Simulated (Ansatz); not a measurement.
Start from HgS in the zinc blende structure (space group F-43m, No. 216; a = 5.8759 Å). Axes: x, y, z lie along the cube axes.

Method: Kohn–Sham DFT with the PBEsol functional, run in Ansatz (an electronic-structure program) with PAW and 420 eV plane waves, no spin-orbit coupling.

Base values:

- Pressure = 0.0 GPa
- Shortest interatomic distance = 2.544 Å
- Band gap = zero

It is then changed as follows: uniaxial strain ε_yy = +1.45 %, all other strain components held at zero; the atoms relax in the strained cell.

How does this affect the pressure?

The pressure (mean of the normal stresses, compression positive) goes from zero to -0.8 GPa.

What happens to the energy relative to the base?

The energy grows by 1.2 meV/atom.

What does the calculation give for the shortest interatomic distance after the change?

The shortest interatomic distance grows by 0.0124 Å to 2.557 Å.

What happens to the band gap?

The band gap remains zero.

The mesh was chosen for an insulator and is coarse for the gapless case. Spin-orbit coupling, missing from the scalar runs, can matter with Hg. Stability against distortions was not tested. All final runs are without spin polarisation. The zero or small gap of HgS can change with the level of theory.
